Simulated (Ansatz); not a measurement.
**rocksalt CaO (Fm-3m) under hydrostatic pressure**

Cell and atoms are relaxed with PBEsol to each stress (compression positive); bands and masses by PBE, rigid bands (plane waves, PAW, scalar-relativistic; Ansatz, an electronic-structure program).

```yaml
crystal:
  lattice:
    - [0.00000, 2.38357, 2.38357]
    - [2.38357, 0.00000, 2.38357]
    - [2.38357, 2.38357, 0.00000]
  atoms:
    - { symbol: Ca, position: [0.00000, 0.00000, 0.00000] }
    - { symbol: O, position: [0.50000, 0.50000, 0.50000] }
```

```tsv
stress (GPa)	ln(V/V₀) (%)	gap (eV)	mean mₑ*
-6.60	6.59	3.663	0.59
-4.40	4.16	3.658	0.58
-2.20	1.98	3.655	0.58
0	0	3.648	0.57
2.20	-1.83	3.641	0.56
4.40	-3.53	3.633	0.56
8.80	-6.59	3.612	0.54
13.20	-9.32	3.591	0.53
```

 Masses are conductivity masses at 300 K in electron masses, harmonic means over x, y and z.

Estimate the bulk modulus from the two loads next to zero.

B ≈ −Δp/Δln V = 4.40 GPa/3.81 % = 115 GPa (PBEsol), a mean over this interval.

How fast does the gap move on either side of zero load?

Under tension, (3.663 − 3.648) eV over -6.60 GPa = -2 meV/GPa, or about 0.2 eV per unit ln V; under compression, (3.591 − 3.648) eV over 13.20 GPa = -4 meV/GPa, or about 0.6 eV per unit ln V. The two slopes part by 2 meV/GPa; gaps are resolved to about 0.01 eV, which allows 2 meV/GPa, so these rows don't tell them apart.

Masses are those of dilute carriers in rigid bands with one relaxation time, without polarons. Third decimals of gaps are kept for the arithmetic. Spin-orbit coupling is left out; it splits the top of the valence band and so changes the gap and its response. Every relaxation keeps the rocksalt phase (space group Fm-3m under this load), so a transition, a distortion that breaks the symmetry or fracture can't show.
